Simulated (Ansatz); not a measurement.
## Mg: response to strain

Take Mg in the hcp (Mg type) structure (space group P6_3/mmc, No. 194; a = 3.195 Å, c = 5.197 Å; relaxed with 0.1 eV smearing) as the base. Axes: x lies along a and z along c of the hexagonal cell.

Strains are applied to the cell and any free atomic positions relax.

Calculations: PBE (Ansatz, a first-principles code, PAW, without spin-orbit coupling).

Notes on the quantities. energy relative to the base: free energy F; pressure: mean of the normal stresses, compression positive.

```
case                            energy relative to the base  pressure  volume per atom
------------------------------  ---------------------------  --------  ---------------
base                                             0 meV/atom   0.0 GPa         22.97 Å³
uniaxial strain ε_zz = −3.00 %                +4.5 meV/atom   1.2 GPa         22.28 Å³
uniaxial strain ε_zz = −2.00 %                +2.0 meV/atom       [?]         22.51 Å³
uniaxial strain ε_zz = −1.50 %                +1.1 meV/atom   0.6 GPa         22.63 Å³
uniaxial strain ε_zz = −1.00 %                +0.5 meV/atom   0.4 GPa         22.74 Å³
uniaxial strain ε_zz = −0.50 %                +0.1 meV/atom       [?]         22.86 Å³
uniaxial strain ε_zz = +0.50 %                +0.1 meV/atom  -0.2 GPa         23.09 Å³
uniaxial strain ε_zz = +1.00 %                +0.5 meV/atom  -0.3 GPa         23.20 Å³
uniaxial strain ε_zz = +2.50 %                +2.8 meV/atom       [?]         23.55 Å³
uniaxial strain ε_zz = +3.00 %                          [?]  -1.0 GPa         23.66 Å³
```

Complete the table.


- uniaxial strain ε_zz = −2.00 %, pressure: 0.8 GPa
- uniaxial strain ε_zz = −0.50 %, pressure: 0.2 GPa
- uniaxial strain ε_zz = +2.50 %, pressure: -0.8 GPa
- uniaxial strain ε_zz = +3.00 %, energy relative to the base: +4.1 meV/atom

Stability against distortions was not tested.
